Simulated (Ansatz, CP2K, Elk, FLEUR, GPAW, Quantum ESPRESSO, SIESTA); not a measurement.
**AlAg2 (Cmcm, 6 atoms in the cell) computed with different codes at matched settings**

Self-consistent single point, at a second geometry (lattice scaled by 0.98). First geometry:

```
AlAg2
1.0
    4.38055    -2.48456     0.00000
    4.38055     2.48456     0.00000
    0.00000     0.00000     4.61145
Al Ag
2 4
Direct
  0.82247   0.17753   0.75000
  0.17753   0.82247   0.25000
  0.47566   0.84634   0.75000
  0.52434   0.15366   0.25000
  0.84634   0.47566   0.25000
  0.15366   0.52434   0.75000
```

Shared settings, as Ansatz (a quantum-chemistry and plane-wave program) writes them: kpoints.mp_grid.grid = 6 6 5; scf.occupations.method = fermi_dirac; scf.occupations.width = 0.1 eV. Potentials and cutoffs stand in the table.

```csv
code,model,ΔF from the first geometry (meV/atom),pressure (GPa),largest force (eV/Å),cutoff
CP2K,"PBEsol, GPW, DZVP-MOLOPT-SR-GTH basis, GTH-PBE potentials (GTH_POTENTIALS)",6.7,4.91,0.163,grid 500 Ry
Ansatz,"PBEsol, PAW files made with PBE",-6.9,2.41,0.169,420 eV
Quantum ESPRESSO,"PBEsol, GBRV 1.5 ultrasoft (PBESOL) pseudopotentials",-6.0,1.28,0.161,40 Ry
FLEUR,"PBEsol, all-electron FLAPW (FLEUR), scalar-relativistic valence",-6.5,–,–,Kmax 4.1 1/bohr
GPAW,"PBEsol, GPAW PAW datasets PBEsol (made by gpaw-setup)",-6.0,2.63,0.170,550 eV
SIESTA,"GGA PBEsol, numerical atomic orbitals DZP, PseudoDojo PBEsol standard norm-conserving potentials (rewritten from UPF to PSML)",-9.0,2.18,0.140,grid 400 Ry
Elk,"PBEsol, all-electron FP-LAPW, Elk's shipped species files, APW+lo basis with extra local orbitals",-7.2,–,–,rgkmax 8
```

For Quantum ESPRESSO (by 1.3 GPa) the energy change implies a higher mean pressure, against the two pressures, than for the other programs: a sign of finite-basis (Pulay) stress.

Size of the force on each atom (eV/Å): Sizes of forces hide their directions.

```json
[
 {"code": "CP2K", "Al1": "0.163", "Al2": "0.163", "Ag3": "0.057", "Ag4": "0.057", "Ag5": "0.057", "Ag6": "0.057"},
 {"code": "Ansatz", "Al1": "0.169", "Al2": "0.169", "Ag3": "0.033", "Ag4": "0.033", "Ag5": "0.033", "Ag6": "0.033"},
 {"code": "Quantum ESPRESSO", "Al1": "0.161", "Al2": "0.161", "Ag3": "0.031", "Ag4": "0.031", "Ag5": "0.031", "Ag6": "0.031"},
 {"code": "GPAW", "Al1": "0.170", "Al2": "0.170", "Ag3": "0.039", "Ag4": "0.039", "Ag5": "0.039", "Ag6": "0.039"},
 {"code": "SIESTA", "Al1": "0.140", "Al2": "0.140", "Ag3": "0.120", "Ag4": "0.120", "Ag5": "0.120", "Ag6": "0.120"}
]
```

A dash marks a value that a program does not give, or that is left out as unsure.

The spread over the programs that give each value: ΔF from the first geometry within 15.7 meV/atom; pressure within 3.63 GPa; largest force within 0.030 eV/Å.

CP2K and SIESTA use small atom-centred bases, whose incompleteness enters pressures, forces and empty levels differently from a plane-wave cutoff. FLEUR and Elk treat all electrons, but the usual bases taken here (sphere radii, linearisation, local orbitals, empty states) were not tested for convergence, so the values are no reference for the others. Ansatz's pressure is given at a fixed set of plane waves, as the other plane-wave codes print theirs; with its correction for the finite basis it is 2.48 GPa. In the pressure, CP2K (by 2.50) and Quantum ESPRESSO (by 1.13) lie more than 1 GPa from the median of the plane-wave programs. In the force vectors, SIESTA (by 0.088) lies more than 0.08 eV/Å from the median of the plane-wave programs.

The starting cell comes from a database of computed structures (which also holds hypothetical and non-ambient phases and stackings), without a prior relaxation at this level. Its lattice was rescaled by a random factor within 2.5 % of one. For this run, on top of that: lattice scaled by 0.98.

Keys are those of Ansatz 0.2.
